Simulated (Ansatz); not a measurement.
The structure below was relaxed with Kohn–Sham DFT with the r2SCAN functional, run in Ansatz (a program for electronic structure) with PAW and 500 eV plane waves, scalar-relativistic without spin-orbit coupling, earlier PAW set.

Space group P6₃/mmc (No. 194); a = 3.097 Å, b = 3.097 Å, c = 5.050 Å, α = 90.00°, β = 90.00°, γ = 120.00°

```csv
atom,site,symmetry,x,y,z
Li,2d,-6m2,0.6667,0.3333,0.2500
```

Task: Write out a cell with all atoms.

Result: 
```xyz
2
Lattice="3.0974 0.0000 0.0000 -1.5487 2.6824 0.0000 0.0000 0.0000 5.0503" Properties=species:S:1:pos:R:3 pbc="T T T"
Li     0.0000     1.7883     3.7877
Li     1.5487     0.8941     1.2626
```
This is the conventional cell.

Stability against distortions was not tested. The cell was made from Hf by this change: Hf → Li; the result is a model cell. This is not the structure that Li has at room temperature and ambient pressure.
